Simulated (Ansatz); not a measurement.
Consider the following.

```
CELL_PARAMETERS angstrom
      3.34566     0.00000     0.00000
     -1.67283     2.89743     0.00000
      0.00000     0.00000    14.90635
ATOMIC_POSITIONS crystal
  Zr 0.33333 0.66667 0.58196
  Zr 0.66667 0.33333 0.41804
  Zr 0.66667 0.33333 0.08196
  Zr 0.33333 0.66667 0.91804
  Tl 0.33333 0.66667 0.25000
  Tl 0.66667 0.33333 0.75000
  C  0.00000 0.00000 0.00000
  C  0.00000 0.00000 0.50000
```

Method: PBEsol, DFPT electron-phonon coupling, linearised Boltzmann equation (plane waves, PAW, scalar-relativistic; Ansatz, a first-principles code). Geometry: relaxed with this functional, without spin-orbit coupling.

Q: Estimate the phonon-limited resistivity at 300 K, by direction if it differs.

A: 10.2 (x), 10.2 (y), 63 (z) μΩ·cm.

Q: How long is the mean free path there?

A: 16.8 (x), 16.8 (y), 14.1 (z) nm, weighted by the current that each state carries. Wires not much wider than this gain resistivity from their walls.

A metal at this level (no band gap). Only scattering by harmonic phonons is included (no impurities, grain boundaries, electron-electron scattering or thermal expansion). Spin-orbit coupling is left out, which matters with elements this heavy. Halving the electron mesh (28x28x8) moves the resistivity by up to 7 % at 300 K, the mean free path by up to 8 %. Smearing 0.20 eV; phonons on a 5x5x1 q mesh, which this run doesn't test.

Computed structure with no diffraction record at hand here (it may be known, metastable or hypothetical): Zr2TlC (P6_3/mmc).
